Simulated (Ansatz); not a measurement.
Consider the following.

Host crystal: wurtzite GaN, with a band gap (PBE, scalar-relativistic without spin-orbit coupling).

End structure of Li on the (0001) surface of wurtzite GaN (2x2 N adatom at H3; a constructed slab, bottom: 3 H on 4 bottom sites), one in a cell of 36 Å², started at the site 'hollow N-N-N over Ga at depth 1.8 Å':

```
CELL_PARAMETERS angstrom
      6.43695     0.00000     0.00000
     -3.21848     5.57456     0.00000
      0.00000     0.00000    32.50000
ATOMIC_POSITIONS crystal
  N  0.33363 0.16637 0.33318
  N  0.83274 0.16638 0.33321
  N  0.33362 0.66726 0.33321
  N  0.83335 0.66665 0.33094
  Ga 0.16669 0.33331 0.35247
  Ga 0.67403 0.34816 0.35132
  Ga 0.15184 0.82597 0.35132
  Ga 0.67410 0.82590 0.35124
  N  0.16667 0.33333 0.41225
  N  0.66667 0.33333 0.41225
  N  0.16667 0.83333 0.41225
  N  0.66667 0.83333 0.41225
  Ga 0.33333 0.16667 0.43213
  Ga 0.83333 0.16667 0.43213
  Ga 0.33333 0.66667 0.43213
  Ga 0.83333 0.66667 0.43213
  N  0.33312 0.16688 0.49233
  N  0.83456 0.16848 0.49280
  N  0.33152 0.66544 0.49280
  N  0.83413 0.66587 0.49286
  Ga 0.16792 0.33208 0.51341
  Ga 0.66392 0.33167 0.51308
  Ga 0.16833 0.83608 0.51308
  Ga 0.66653 0.83347 0.51183
  N  0.16874 0.33126 0.57439
  N  0.66102 0.32949 0.57401
  N  0.17051 0.83898 0.57401
  N  0.66626 0.83374 0.57165
  Ga 0.33273 0.16727 0.59832
  Ga 0.83208 0.16422 0.59255
  Ga 0.33578 0.66792 0.59255
  Ga 0.83251 0.66749 0.59123
  N  0.33199 0.16800 0.66557
  N  0.82899 0.15800 0.65243
  N  0.34200 0.67101 0.65243
  N  0.83160 0.66840 0.65038
  Ga 0.14709 0.35291 0.67874
  Ga 0.69804 0.34921 0.67661
  Ga 0.15079 0.80196 0.67661
  Ga 0.66999 0.83001 0.67076
  H  0.33200 0.16800 0.30162
  H  0.83602 0.16807 0.30164
  H  0.33193 0.66398 0.30164
  N  0.99649 0.50351 0.71569
  Li 0.86968 0.63032 0.75081
```

Set-up: 45 atoms, 13.4 Å thick at the start with caps and adatoms under the adsorbate (thin: gaps and levels are the slab's own); mesh 4x4x1; 0.01 eV smearing; dipole correction on; 23 atoms held, the rest relaxed; start symmetry kept, larger cells not searched; spin-polarised, ending with about 0.9 μB a cell, a value that depends on the mesh; orders that need a larger cell were not tried, no spin-orbit, no U, no dispersion correction. The slab shows no gap over 0.04 eV on its mesh. At the end it is bonded to 2 Ga + N. In PBE it is, or lies within 0.03 eV of, the lowest of the starts that converged.

A negative adsorption energy means that the adsorbate is more stable on the surface than in its reference.

Question: Predict the adsorption energy against an atom of bcc Li from PBE (Ansatz, a program for electronic structure).

Answer: -0.74 eV

Question: Estimate the change of the step from the bottom to the top vacuum level, against the clean slab that PBE returns for this input.

Answer: -2.94 eV
